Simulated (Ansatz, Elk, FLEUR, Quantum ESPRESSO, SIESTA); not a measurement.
One structure in several programs: LaMnAlNi3 (P-6m2, 6 atoms in the cell)

Self-consistent single point, at a second geometry (lattice scaled by 0.98). First geometry:

```xyz
6
Lattice="5.2354 0.0000 0.0000 -2.6177 4.5340 0.0000 0.0000 0.0000 3.9272" Properties=species:S:1:pos:R:3 pbc="T T T"
La     0.0000     0.0000     0.0000
Mn     2.6177     1.5113     0.0000
Al     0.0000     3.0227     0.0000
Ni     2.6177     0.0046     1.9636
Ni     1.3129     2.2647     1.9636
Ni     3.9226     2.2647     1.9636
```
Moments meant for the start (each program seeds them in its own way; μB, in the order of the atoms La Mn Al Ni Ni Ni): 0.0 4.0 0.0 0.0 0.0 0.0.

Shared settings, as Ansatz (a first-principles code) writes them: kpoints.mp_grid.grid = 5 5 5; scf.occupations.method = fermi_dirac; scf.occupations.width = 0.1 eV. Potentials and cutoffs stand in the table.

| code | model | ΔF from the first geometry (meV/atom) | pressure (GPa) | largest force (eV/Å) | size of the net moment (μB/atom) | cutoff |
|---|---|---|---|---|---|---|
| Elk | PBEsol, all-electron FP-LAPW, Elk's shipped species files, default APW+lo basis | – | – | – | 0.56 | rgkmax 7 |
| FLEUR | PBEsol, all-electron FLAPW (FLEUR), scalar-relativistic valence | -5.6 | – | 0.088 | 0.56 | Kmax 3.8 1/bohr |
| SIESTA | GGA PBEsol, numerical atomic orbitals DZP, PseudoDojo PBEsol standard norm-conserving potentials (rewritten from UPF to PSML) | -8.1 | 2.72 | 0.256 | 0.57 | grid 300 Ry |
| Quantum ESPRESSO | PBEsol, SSSP 1.1.2 efficiency (PBE) pseudopotentials | -4.2 | 3.05 | 0.120 | 0.57 | 50 Ry |
| Ansatz | PBEsol, PAW files made with PBE | -5.5 | 2.81 | 0.113 | 0.57 | default |

A dash marks a value that a program does not give, or that is left out as unsure.

On Ansatz's run: with one magnetic atom in the cell only a parallel order is possible.

The spread over the programs that give each value: ΔF from the first geometry within 3.9 meV/atom; pressure within 0.33 GPa; largest force within 0.168 eV/Å; size of the net moment within 0.01 μB/atom.

SIESTA uses small atom-centred bases, whose incompleteness enters pressures, forces and empty levels differently from a plane-wave cutoff. Elk and FLEUR treat all electrons, but the usual bases taken here (sphere radii, linearisation, local orbitals, empty states) were not tested for convergence, so the values are no reference for the others. Ansatz's pressure is given at a fixed set of plane waves, as the other plane-wave codes print theirs; with its correction for the finite basis it is 2.89 GPa. In the force vectors, SIESTA (by 0.140) lies more than 0.08 eV/Å from the median of the plane-wave programs.

The starting cell comes from a database of computed structures (which also holds hypothetical and non-ambient phases and stackings), without a prior relaxation at this level. For this run, on top of that: lattice scaled by 0.98.

Keys are those of Ansatz 0.2.
